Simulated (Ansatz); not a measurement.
**ZrRu in the CsCl type structure (space group Pm-3m, No. 221)**

Space group Pm-3m (No. 221); a = b = c = 3.232 Å, α = β = γ = 90.00°

```tsv
atom	site	symmetry	x	y	z
Zr	1b	m-3m	0.5000	0.5000	0.5000
Ru	1a	m-3m	0.0000	0.0000	0.0000
```

Method: PBEsol (Ansatz, a first-principles code), scalar-relativistic without spin-orbit coupling. k-mesh 14×14×14 (Γ-centred); smearing 0.05 eV (Fermi–Dirac).

- Volume per atom: 16.88 Å³
- Density: 9.46 g/cm³
- Band gap: zero
- Total energy: -4973.206 eV/atom (σ→0; compares only within this code and set-up)

Stability against distortions was not tested. All final runs are without spin polarisation.
